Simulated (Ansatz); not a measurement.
Base system: AlN in the wurtzite structure (space group P6_3mc, No. 186; a = 3.114 Å, c = 4.984 Å).

One thing is altered: cell and atoms relaxed at a pressure of 15 GPa.

Calculations: Kohn–Sham DFT with the PBEsol functional, run in Ansatz (an electronic-structure program) with PAW and 420 eV plane waves, spin-orbit coupling left out.

Base, band edges from the VBM (valence, conduction): K -2.41, 4.89; H -0.80, 7.28; M -0.70, 5.67; L -1.38, 5.17; A -0.56, 6.35; Γ 0.00, 4.09 eV.

Question: Give the band edges at the high-symmetry points of the new zone, measured from its valence-band maximum.

Answer: 
```
point  valence edge (eV)  conduction edge (eV)
-----  -----------------  --------------------
Γ                   0.00                  4.64
M                  -0.77                  5.82
K                  -2.55                  4.91
A                  -0.66                  6.87
L                  -1.46                  5.37
H                  -0.83                  7.48
```

The gap is 4.64 eV, direct at Γ.

Load acts through the strain it causes; cell and atoms are relaxed under it. Stability against distortions was not tested. Measured, AlN leaves this structure (for rock salt) near 14 GPa (temperature not stated; as listed in Datta, Sujoy, Jana, Debnarayan, arXiv (2020)), on rising pressure, with hysteresis.
